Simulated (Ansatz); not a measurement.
Take Re in the hcp (Mg type) structure (space group P6_3/mmc, No. 194; a = 2.7579 Å, c = 4.4628 Å) as the base. Axes: x lies along a and z along c of the hexagonal cell.

The values are results of r2SCAN (Ansatz, an electronic-structure program; PAW; 500 eV plane waves; no spin-orbit coupling), not measurements.

Base values:

| Quantity | Value |
|---|---|
| Shortest interatomic distance | 2.741 Å |

Perturbation: a free-standing slab of 6 layers (6 atoms, 1 a layer) is cut normal to the z axis, with 15 Å of vacuum and the in-plane cell held at bulk.

**Question.** How does this affect the excess energy per area of both faces?

**Answer.** The excess energy per area of both faces (slab less bulk energy over the cell's area: twice a surface energy) is 5.5 J/m² (uncertain by up to 0.1 J/m²).

**Question.** What happens to the shortest interatomic distance?

**Answer.** The shortest interatomic distance drops by 0.118 Å (2.741 Å → 2.623 Å).

**Question.** What happens to the change of the spacing d12 from its bulk value of 2.231 Å?

**Answer.** The change of the spacing d12 from its bulk value of 2.231 Å comes out as -6.6 %.

**Question.** Predict the new change of the spacing d23 from its bulk value of 2.231 Å.

**Answer.** The change of the spacing d23 from its bulk value of 2.231 Å is +4.3 %.

Slab and bulk use different k-meshes, which limits the precision of the excess energy. No phonon test of stability was made. The final runs are not spin-polarised.
